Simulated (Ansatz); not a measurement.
## HgTe, pressure series

The reference is HgTe in the zinc blende structure (space group F-43m, No. 216; a = 6.510 Å).

Cell and atoms are relaxed at each pressure.

The values are results of plane-wave PAW DFT at the PBEsol level (Ansatz, a program for electronic structure, 420 eV), scalar-relativistic without spin-orbit coupling, not measurements.

```
case                  density  shortest interatomic distance
----------------  -----------  -----------------------------
base               7.90 g/cm³                        2.819 Å
pressure −2 GPa    7.48 g/cm³                        2.871 Å
pressure −1 GPa    7.70 g/cm³                        2.843 Å
pressure 1.8 GPa   8.21 g/cm³                        2.783 Å
pressure 4.2 GPa   (withheld)                     (withheld)
pressure 9 GPa     9.15 g/cm³                        2.684 Å
pressure 18 GPa    9.99 g/cm³                        2.607 Å
pressure 30 GPa   10.84 g/cm³                        2.537 Å
pressure 45 GPa   11.69 g/cm³                        2.474 Å
pressure 60 GPa   12.40 g/cm³                        2.426 Å
```

Question: Fill in the withheld entries from the trend.

Answer: 
- pressure 4.2 GPa, density: 8.57 g/cm³
- pressure 4.2 GPa, shortest interatomic distance: 2.743 Å

A case with no gap was solved on a k-mesh chosen for an insulator, which is coarse for it. Load acts through the strain it causes; cell and atoms are relaxed under it. Stability against distortions was not tested. Tetrahedral semiconductors of this kind turn to denser phases somewhere between about 1 and 50 GPa; those were not computed, so compressed cells here can lie past the real transition. The final runs are not spin-polarised.
